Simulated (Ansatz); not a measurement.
An Ansatz (a first-principles code) run: Mg2Si with a change (Si → Re); PBE (Ansatz, PAW, spin-orbit coupling left out), earlier PAW set.

Input:

Ansatz 0.2 input:
```yaml
crystal:
  lattice:
    - [0, 3.1965857316, 3.1965857316]
    - [3.1965857316, 0, 3.1965857316]
    - [3.1965857316, 3.1965857316, 0]
  atoms:
    - { symbol: Re, position: [0, 0, 0] }
    - { symbol: Mg, position: [0.25, 0.25, 0.25] }
    - { symbol: Mg, position: [0.75, 0.75, 0.75] }
basis: { ecutwfc: 420, ecutrho_ratio: 4, xc_grid: 2, fft_grid_basis: typed }
kpoints: { mp_grid: { grid: [13, 13, 13] } }
hamiltonian:
  xc: pbe
  dispersion: none
  pseudopotentials: { azcp: { folder: ./paw }, kind: paw }
scf: { occupations: { method: fermi_dirac, width: 0.05 }, convergence: { dr2_threshold: 0.0000000003 } }
output: { forces: true, stress: true }
checkpoint: { write: state.ck, write_every: 1000 }
```

Output:

```
WARN ansatz: RAYON_NUM_THREADS=2 ignored (pool sized by the plan → 2); use --threads N
Pseudopotentials: kind: paw
Pseudopotential: Re, paw, valence charge 15
Pseudopotential: Mg, paw, valence charge 10
Functional definition: PBE
Crystal: 3 atoms, lattice volume = 65.326 Å³
Basis set: ecut = 420 eV, 1243 PW (Γ), exchange–correlation on 64×64×64 points (8 copies of the dense FFT grid, shifted against one another)
Bands: 22, of which v1, the nominal top of the filled ones, is band 18 counted from 1 (17 counted from 0)
Symmetry: 48 space group operations
Space group: Fm-3m (ITA 225), of the structure as read, at distance tolerance 4.0e-5 Å
k-points: 84 of 2197
Initial density: superposition of atomic densities (chi_scale 0.1, normalization cell, long waves kept (reshape's long-wave potential 0.00 eV rms))
Initial wavefunctions: pseudopotential atomic-orbital guess
Eigensolver: davidson
Functional: x = pbe(κ = 0.804, μ = 0.2195149727645171), c = pbe(β = 0.06672455060314922)
SCF iter   1: F=—  HF=-14713.256980 eV  |F-HF|=—  |Δ(HF+E_count)|=         —  Δρ=3.11e-2  dr2=6.04e-1  ethr=3.10e-3  ⟨swp⟩=5.5  Hψ=7562  notcnv=0
all-band conjugate gradients solve this SCF's bands
preconditioner: auto → Kerker (q_TF=auto, 2.459 Å⁻¹)
SCF iter   2: F=—  HF=-14713.173537 eV  |F-HF|=—  |Δ(HF+E_count)|=   8.34e-2  Δρ=1.51e-2  dr2=1.28e-1  ethr=1.73e-3  ⟨swp⟩=2.0  Hψ=2813  notcnv=0
SCF iter   3: F=—  HF=-14713.168000 eV  |F-HF|=—  |Δ(HF+E_count)|=   5.54e-3  Δρ=3.35e-3  dr2=1.21e-2  ethr=3.67e-4  ⟨swp⟩=2.0  Hψ=2646  notcnv=0
SCF iter   4: F=—  HF=-14713.168010 eV  |F-HF|=—  |Δ(HF+E_count)|=   9.76e-6  Δρ=1.29e-3  dr2=2.29e-3  ethr=3.45e-5  ⟨swp⟩=1.7  Hψ=2660  notcnv=0
SCF iter   5: F=—  HF=-14713.167738 eV  |F-HF|=—  |Δ(HF+E_count)|=   2.73e-4  Δρ=4.99e-4  dr2=2.79e-4  ethr=6.53e-6  ⟨swp⟩=2.0  Hψ=3089  notcnv=0
SCF iter   6: F=—  HF=-14713.167806 eV  |F-HF|=—  |Δ(HF+E_count)|=   6.79e-5  Δρ=1.72e-4  dr2=2.62e-5  ethr=7.96e-7  ⟨swp⟩=2.2  Hψ=2139  notcnv=0
SCF iter   7: F=—  HF=-14713.167819 eV  |F-HF|=—  |Δ(HF+E_count)|=   1.37e-5  Δρ=3.46e-5  dr2=1.24e-6  ethr=7.47e-8  ⟨swp⟩=2.0  Hψ=2341  notcnv=0
SCF iter   8: F=—  HF=-14713.167820 eV  |F-HF|=—  |Δ(HF+E_count)|=   4.16e-7  Δρ=4.86e-6  dr2=1.33e-8  ethr=3.53e-9  ⟨swp⟩=2.0  Hψ=2278  notcnv=0
SCF iter   9: F=—  HF=-14713.167820 eV  |F-HF|=—  |Δ(HF+E_count)|=   7.33e-9  Δρ=1.35e-6  dr2=1.31e-9  ethr=3.80e-11  ⟨swp⟩=2.0  Hψ=3097  notcnv=0
SCF iter  10: F=-14713.167820 eV  HF=-14713.167820 eV  |F-HF|=1.46e-11  |Δ(HF+E_count)|=  2.55e-11  Δρ=2.05e-7  dr2=2.00e-11  ethr=1.00e-12  ⟨swp⟩=4.8  Hψ=5942  notcnv=0
SCF 1 converged in 10 iterations: F = -14713.167820 eV  dr2 = 2.00e-11
SCF converged after 10 iterations
Free energy (F): -14713.167820 eV
Harris-Foulkes:  -14713.167820 eV  (|F-HF|=1.46e-11)
Internal energy: -14713.113327 eV  (E = F + TS)
E sigma→0 (E₀):  -14713.140573 eV
Entropy (-TS):   -0.054493 eV (-18.164 meV/atom)
Fermi energy:    7.943192 eV
--- Per-component energies (eV) ---
  E_band       = -933.271686
  E_kinetic    = 659.139905
  E_local      = -4831.801624  (includes V_loc(G=0)·N_el)
  E_nonlocal   = 476.761907
  E_hartree    = 1676.966576
  E_xc         = -405.086141
  E_vxc        = -352.687815  (∫ρ·V_xc dr)
  E_paw        = -9307.351784  (= ΣΔE_a)
  E_vpaw       = -238.616790  (= ΣTr[D̂ρ^β])
  E_aug_tail   = -0.000245  (compensation charges beyond the density's cutoff)
  E_ewald      = -2981.741921
  E_smearing   = -0.054493  (= −TS)
  E_closure    = -0.000000  (closes the sum)
  Σ components = -14713.167820   (vs F -14713.167820, Δ=0.00e0)
  [band-id]    e_kinetic+e_local+e_nonlocal+2·e_hartree+e_vxc+e_vpaw+e_augmentation_tail = -933.271510   (vs E_band -933.271686, Δ=1.77e-4)
--- Forces (eV/Å), atoms counted from 1 ---
  atom   1  Re    -0.00000000     0.00000000     0.00000000
  atom   2  Mg    -0.00000000    -0.00000000     0.00000000
  atom   3  Mg    -0.00000000     0.00000000    -0.00000000
  max |Σ_I F_I| component: 1.62e-17 eV/Å
--- Stress (GPa, compression-positive) ---
       -0.009708       0.000000      -0.000000
        0.000000      -0.009708      -0.000000
       -0.000000       0.000000      -0.009708
  P = ⅓ Tr σ = -0.0097 GPa (-0.097 kbar)
  The stress holds the Pulay correction. Without it, at fixed plane waves, as pw.x and ABINIT print it: P = -0.0272 GPa
  The stress includes an estimate of the error left by incomplete SCF convergence (largest component -0.0000 GPa).
--- Band table ---
  band table: none
```

No phonon test of stability was made. All final runs are without spin polarisation. An odd electron count without spin: Mg2Re. The cell was made from Mg2Si by this change: Si → Re; the result is a hypothetical phase, not in the database extracts checked. Mg2Re has a high density of states at the Fermi level and may be magnetic at this level.
